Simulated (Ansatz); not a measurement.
Consider TaAgO3 in the cubic perovskite structure (space group Pm-3m, No. 221; a = 3.9514 Å; a cell from a computed database, its experimental status unchecked). Axes: x, y, z lie along the cube axes.

Perturbation: uniaxial strain ε_xx = +3.84 %, all other strain components held at zero, atoms relaxed at fixed cell.

Levels (all Ansatz, a first-principles code, PAW): PBEsol (420 eV, spin-orbit coupling left out); PBEsol+SOC (420 eV, with spin-orbit coupling).

The geometry is relaxed with PBEsol.

- PBEsol electron mass: 0.30 mₑ along x, 0.33 mₑ across (at Γ)
- PBEsol hole mass: 0.80 mₑ along x, 0.66 mₑ along y, 1.2 mₑ along z (at X)
- PBEsol band gap: 1.54 eV
- PBEsol smallest direct gap: 1.96 eV

### Question
How does going to PBEsol+SOC change the electron mass, hole mass, band gap and smallest direct gap?

### Answer
The electron mass is still 0.30 mₑ along x, 0.33 mₑ across (at Γ); the hole mass goes from 0.80 mₑ along x, 0.66 mₑ along y, 1.2 mₑ along z (at X) to 0.85 mₑ along x, 0.72 mₑ along y, 1.2 mₑ along z (at X); the band gap falls by 0.05 eV, from 1.54 eV to 1.49 eV; the smallest direct gap drops by 0.06 eV to 1.90 eV.

Single points use the geometry relaxed with PBEsol. The spin-orbit shifts are approximate. With Ta present, leaving out spin-orbit coupling can change the band edges. Effective masses come from finite differences of ±0.01 Å⁻¹. No phonon test of stability was made. Many cubic perovskites are stable only at high temperature; tilts and polar distortions were not tested.
